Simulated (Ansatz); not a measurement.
The parent structure is WS2 in the 2H-MoS2 type structure (space group P6_3/mmc, No. 194; a = 3.115 Å, c = 11.773 Å; layered, stacked along the Cartesian z axis).

Level of theory: Ansatz (a program for electronic structure), PBEsol-D3(BJ), PAW, cutoff 420 eV, scalar-relativistic without spin-orbit coupling.

Free-standing slabs (3 atom(s) a layer) normal to the stacking axis with 15 Å of vacuum; in-plane cell relaxed.

One change was made to it. Results:

| quantity | base | after |
|---|---|---|
| band gap | 0.65 eV | 1.19 eV |
| excess energy per area of both faces (slab less bulk energy over the cell's area: twice a surface energy) | – | 0.93 J/m² |
| smallest direct gap | 1.92 eV | 1.99 eV |

Task: Which change produced these results?
A) 1 layer
B) 2 layers
C) 3 layers
D) 4 layers

Result: B, 2 layers. For comparison, the band gap in the other runs: 3 layers gives 0.93 eV; 1 layer gives 1.99 eV; 4 layers gives 0.83 eV.

Slab and bulk use different k-meshes, which limits the precision of the excess energy. Spin-orbit coupling, missing from the scalar runs, can matter with W. Stability against distortions was not tested.
